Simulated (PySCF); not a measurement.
PySCF 2.14.0, PBE/def2-svp, df: Cd(Cl)2 ([Cl][Cd][Cl]), 3 atoms. The geometry is a generated start, not checked to be a minimum at this level.

```yaml
task: energy
method: pbe
basis: def2-svp
two_electron_scheme: density fitting
mol.max_memory: 3000 MB
mf.max_cycle: 100
mf.init_guess: minao (default)
mf.DIIS: CDIIS (default)
mf.diis_space: 8 (default)
mf.conv_tol: 1e-09 (default)
mf.grids.level: 3 (default)
effective_core_potentials: those of the basis set, past Kr
basis_functions: 67
grid_points: 60152
```

```xyz
3

Cd     0.5425    -0.4395     0.5113
Cl     1.1111     0.5096    -1.4749
Cl    -1.6536    -0.0702     0.9637
```

Charge 0 and multiplicity 1 are set for this test and not shown to be the ground state.

One run each on 2 threads, 1 BLAS thread. Values of level_shift (Hartree) tried: 0 (default), 0.1, 0.3, 1.

Predict the course of the Fock builds along this series.

Fewest Fock builds, within one of each other: 0 (default) with 14, 0.1 with 14. The count rises to 72 at 1. All converge to one solution.

| level_shift (Hartree) | Fock builds | end |
|---|---|---|
| 0 (default) | 14 | same solution |
| 0.1 | 14 | same solution |
| 0.3 | 23 | same solution |
| 1 | 72 | same solution |
